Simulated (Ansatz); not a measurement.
Consider the following.

```xyz
4
Lattice="2.4789 0.0000 0.0000 0.0000 2.4789 0.0000 0.0000 0.0000 7.0356" Properties=species:S:1:pos:R:3 pbc="T T T"
Cu     1.2395     0.0000     4.4259
Cu     0.0000     1.2395     2.6097
Ni     1.2395     0.0000     0.8362
Ni     0.0000     1.2395     6.1994
```

Spin-polarised, with starting moments of sign Cu0 Cu0 Ni+ Ni+.

Level of theory: PBEsol (Ansatz, a program for electronic structure), scalar-relativistic without spin-orbit coupling. Settings: 19×19×7 k-points, 0.05 eV Fermi–Dirac smearing.

Question: Predict the band gap and largest site moment.

Answer: 
```json
{
  "band_gap": "zero",
  "largest_site_moment": "0.42 μB"
}
```

Other magnetic orders, which the real material may have, were not ruled out. Each cell is one ordered arrangement of few atoms, which overstates ordering effects compared with a random alloy. Stability against distortions was not tested. The cell was made from Ni by this change: x(Cu) = 0.5, 4 atoms, P4/nmm.
